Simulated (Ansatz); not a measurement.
Take MoS2 in the 2H-MoS2 type structure (space group P6_3/mmc, No. 194; a = 3.173 Å, c = 12.437 Å; layered, stacked along the Cartesian z axis) as the base. Axes: x lies along a and z along c of the hexagonal cell.

Method: Ansatz (a program for electronic structure), r2SCAN+rVV10, PAW, cutoff 500 eV, no spin-orbit coupling.

Before the change:

The band gap is 1.01 eV.

It is then changed as follows: compressive biaxial strain of 0.77 % in the plane normal to [001], as in epitaxy on a mismatched substrate; the out-of-plane cell vector and the atoms relax.

### Question
What happens to the band gap and in-plane stress?

### Answer
The band gap increases by 0.04 eV, from 1.01 eV to 1.05 eV; the mean in-plane stress (compression positive) is +2.3 GPa.

No phonon test of stability was made.
